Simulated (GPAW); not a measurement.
Worked example: self-consistent single point of Na (Im-3m, 1 atom in the cell) in GPAW.

Method of the run: PBE, GPAW PAW datasets PBE (gpaw-data 1.0.1) (plane waves; GPAW 25.7.0).

```
CELL_PARAMETERS angstrom
     -2.06973     2.06973     2.06973
      2.06973    -2.06973     2.06973
      2.06973     2.06973    -2.06973
ATOMIC_POSITIONS crystal
  Na 0.00000 0.00000 0.00000
```

Reference input (self-consistent single point, DFT PBE, plane waves, GPAW PAW datasets PBE (gpaw-data 1.0.1)): mode = pw; ecut = 800 eV; xc = PBE; kpts = 11 11 11; mesh shift (steps) = 0.5 0.5 0.5; occupations.name = fermi-dirac; occupations.width = 0.136 eV; nbands = -9; symmetry.symmorphic = false; symmetry.tolerance = 0.0005; maxiter = 120. This run's input differs from it in these lines:

```diff
@@ -1,3 +1,2 @@
 from ase import Atoms
-from ase.dft.kpoints import monkhorst_pack
 from ase.units import GPa
@@ -14,3 +13,3 @@
             xc='PBE',
-            kpts=monkhorst_pack((11, 11, 11)) + [0.5 / 11, 0.5 / 11, 0.5 / 11],
+            kpts={'size': (8, 8, 8), 'gamma': True},
             occupations=FermiDirac(0.136),
```

Log, with long lists cut:

```
     iter     time        total  log10-change:
                         energy   eigst   dens
iter:   1 --:--:--    -1.319092
iter:   2 --:--:--    -1.318842   -2.79  -1.70
iter:   3 --:--:--    -1.317914c  -3.09  -1.71
iter:   4 --:--:--    -1.316646c  -5.31  -2.49
iter:   5 --:--:--    -1.313699   -4.43  -2.57
iter:   6 --:--:--    -1.313698c  -6.33  -3.86
iter:   7 --:--:--    -1.313693c  -6.62  -3.69
iter:   8 --:--:--    -1.313692c  -7.74c -4.50c
Converged after 8 iterations.

Dipole moment: (-0.000000, 0.000000, -0.000000) |e|*Ang

Energy contributions relative to reference atoms: (reference = -4418.610498)

Kinetic:         +1.717673
Potential:       -1.419967
External:        +0.000000
XC:              -1.562808
Entropy (-ST):   -0.033739
Local:           -0.031721
SIC:             +0.000000
--------------------------
Free energy:     -1.330562
Extrapolated:    -1.313692

Showing only first 2 kpts
 Kpt  Band  Eigenvalues  Occupancy
  0     1    -24.48339    2.00000
  0     2    -24.48339    2.00000
  0     3     -2.97081    2.00000
  0     4     12.43230    0.00000

  1     1    -24.48544    2.00000
  1     2    -24.48339    2.00000
  1     3     -2.68712    2.00000
  1     4      9.77928    0.00000

Fermi level: 0.42243

No gap
No difference between direct/indirect transitions
Energy (eV): -1.313692

Forces in eV/Ang:
  0 Na    0.00000    0.00000    0.00000

Stress tensor:
    -0.002649    -0.000000    -0.000000
    -0.000000    -0.002649     0.000000
    -0.000000     0.000000    -0.002649
Stress (GPa, Voigt): [-0.4245 -0.4245 -0.4245  0.     -0.     -0.    ]
```

The run converged in 8 iterations. GPAW prints stress with tension positive. Against the reference run the free energy goes up by 5.2 meV/atom and the pressure moves little (0.40 to 0.42 GPa).

The starting cell comes from a database of computed structures (which also holds hypothetical and non-ambient phases and stackings), without a prior relaxation at this level. Its lattice was rescaled by a random factor within 2.5 % of one.
